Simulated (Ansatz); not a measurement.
Take ZnS (space group P4_2/mnm, No. 136; a = 6.630 Å, c = 3.861 Å; a hypothetical phase, not in the database extracts checked) as the base. Axes: x, y, z lie along a, b, c of the conventional cell.

(Cell as relaxed with PBE.)

Levels (all Ansatz, a quantum-chemistry and plane-wave program, PAW): PBE (420 eV, no spin-orbit coupling); PBEsol (420 eV, without spin-orbit coupling).

Each level relaxes its own structure.

| base | PBE | PBEsol |
|---|---|---|
| volume per atom | 21.22 Å³ | 20.22 Å³ |
| lattice parameter a | 6.630 Å | 6.518 Å |
| band gap | 2.17 eV | 2.24 eV |

One thing is altered: biaxial strain +1.74 %, plane normal [001], relaxed out of plane (Cartesian); in-plane vectors clamped, the third vector and the atoms free.

```json
[
 {"quantity": "volume per atom", "PBE": "21.69 Å³", "PBEsol": "___"},
 {"quantity": "band gap", "PBE": "2.01 eV", "PBEsol": "___"},
 {"quantity": "valence-band top at Γ (three highest levels, from the VBM)", "PBE": "0.00, -0.13, -0.13 eV", "PBEsol": "___"}
]
```

Problem. Given the PBE results, estimate those of PBEsol.

Solution. 
- volume per atom, PBEsol: 20.65 Å³
- band gap, PBEsol: 2.08 eV
- valence-band top at Γ (three highest levels, from the VBM), PBEsol: 0.00, -0.15, -0.15 eV

PBE's volume per atom lies 1.04 Å³ above PBEsol's (5.0 %); PBE's band gap lies 0.07 eV below PBEsol's. Neither level is exact; PBEsol is the comparison here, not a measurement.

Stability against distortions was not tested.
